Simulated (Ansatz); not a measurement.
ZrO2: pressure series

The reference is ZrO2 (space group P4_2/nmc, No. 137).

```
ZrO2
1.0
    3.62082     0.00000     0.00000
    0.00000     3.62082     0.00000
    0.00000     0.00000     5.28425
Zr O
2 4
Direct
  0.00000   0.00000   0.00000
  0.50000   0.50000   0.50000
  0.00000   0.50000   0.19251
  0.00000   0.50000   0.69251
  0.50000   0.00000   0.30749
  0.50000   0.00000   0.80749
```

Cell and atoms are relaxed at each pressure.

Calculations: plane-wave PAW DFT at the PBE level (Ansatz, a program for electronic structure, 420 eV), without spin-orbit coupling, earlier PAW set.

```json
[
 {"P (GPa)": "-2.00", "V (Å³/atom)": "11.702"},
 {"P (GPa)": "-1.00", "V (Å³/atom)": "11.622"},
 {"P (GPa)": "0.90", "V (Å³/atom)": "11.482"},
 {"P (GPa)": "2.10", "V (Å³/atom)": "11.399"},
 {"P (GPa)": "4.50", "V (Å³/atom)": "11.245"},
 {"P (GPa)": "9.00", "V (Å³/atom)": "10.989"},
 {"P (GPa)": "15.00", "V (Å³/atom)": "10.698"},
 {"P (GPa)": "22.50", "V (Å³/atom)": "10.390"},
 {"P (GPa)": "30.00", "V (Å³/atom)": "10.126"}
]
```

Task: Fit a third-order Birch–Murnaghan equation of state.

Result: Least squares on P(V) = (3B₀/2)[(V₀/V)^(7/3) − (V₀/V)^(5/3)]·[1 + (3/4)(B₀′ − 4)((V₀/V)^(2/3) − 1)] gives V₀ = 11.55 Å³/atom, B₀ = 158 GPa and B₀′ = 5.6.

Load acts through the strain it causes; cell and atoms are relaxed under it. Stability against distortions was not tested. Competing high-pressure phases were not computed. This is not the structure that ZrO2 has at room temperature and ambient pressure.
